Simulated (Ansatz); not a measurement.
Structures of equal composition on the (0001) surface of wurtzite GaN (Ga plane on top): 2x2 Ga adatom at H3; 2x2 Ga adatom at T1; 2x2 Ga adatom at T4. The slabs share one bottom face, and each structure is named by its start. These are constructed structures in small cells; real faces may alloy, dewet or reconstruct in larger ones, and not all known structures of the face are among them. Slabs of about 14 Å, Fermi-Dirac smearing of 0.025 eV. Bottom of the slabs: H caps. Relaxed from the named starts with such symmetry as they have, on meshes of like density; energies extrapolated to zero smearing; spin only where a row says so; no spin-orbit coupling, no U. Brackets mark spin-polarised runs, whose order is one that fits the cell. Where a second, spin-polarised start was run, the lower counts.

These are r2SCAN, at the PBE geometry (plane waves to 500 eV, PAW; Ansatz, an electronic-structure program) values and carry that method's errors.

Put the candidates in order of energy per 1x1 cell, lowest first, for r2SCAN, at the PBE geometry.

2x2 Ga adatom at T4 (0.000 eV, gap 0.59 eV on the mesh), 2x2 Ga adatom at H3 (0.065 eV, gap 0.55 eV on the mesh), 2x2 Ga adatom at T1 (0.463 eV, gap 0.31 eV on the mesh)
